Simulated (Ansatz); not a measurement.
Start from Al2Cu (space group I4/mcm, No. 140; a = 6.060 Å, c = 4.875 Å).

Structures relaxed with Ansatz (a program for electronic structure), PBE, PAW, cutoff 420 eV, scalar-relativistic without spin-orbit coupling.

Base:

Simulated powder pattern, Co Kα, λ = 1.79026 Å (kinematic, ideal powder, no thermal factors, no anomalous dispersion; the 8 strongest lines at most, above 2 %, up to 2θ = 90°):

```json
[
 {"2θ (°)": "24.12", "I/Imax (%)": "100", "hkl": "(110)"},
 {"2θ (°)": "34.37", "I/Imax (%)": "33", "hkl": "(200)"},
 {"2θ (°)": "44.41", "I/Imax (%)": "50", "hkl": "(211)"},
 {"2θ (°)": "49.39", "I/Imax (%)": "33", "hkl": "(220)"},
 {"2θ (°)": "49.99", "I/Imax (%)": "75", "hkl": "(112)"},
 {"2θ (°)": "55.70", "I/Imax (%)": "72", "hkl": "(310)"},
 {"2θ (°)": "56.24", "I/Imax (%)": "60", "hkl": "(202)"},
 {"2θ (°)": "88.17", "I/Imax (%)": "23", "hkl": "(402)"}
]
```

Now apply this change: cell and atoms relaxed at a pressure of 30 GPa.

Where do the lines fall after the change?


Simulated powder pattern, Co Kα, λ = 1.79026 Å (kinematic, ideal powder, no thermal factors, no anomalous dispersion; the 8 strongest lines at most, above 2 %, up to 2θ = 90°):

```json
[
 {"2θ (°)": "25.72", "I/Imax (%)": "100", "hkl": "(110)"},
 {"2θ (°)": "36.69", "I/Imax (%)": "34", "hkl": "(200)"},
 {"2θ (°)": "47.54", "I/Imax (%)": "49", "hkl": "(211)"},
 {"2θ (°)": "52.86", "I/Imax (%)": "31", "hkl": "(220)"},
 {"2θ (°)": "53.71", "I/Imax (%)": "72", "hkl": "(112)"},
 {"2θ (°)": "59.69", "I/Imax (%)": "69", "hkl": "(310)"},
 {"2θ (°)": "60.48", "I/Imax (%)": "56", "hkl": "(202)"},
 {"2θ (°)": "89.46", "I/Imax (%)": "16", "hkl": "(420)"}
]
```

The indices refer to the base's conventional cell; one index is shown for lines that coincide.

Load acts through the strain it causes; cell and atoms are relaxed under it. Stability against distortions was not tested. Competing high-pressure phases were not computed. All final runs are without spin polarisation.
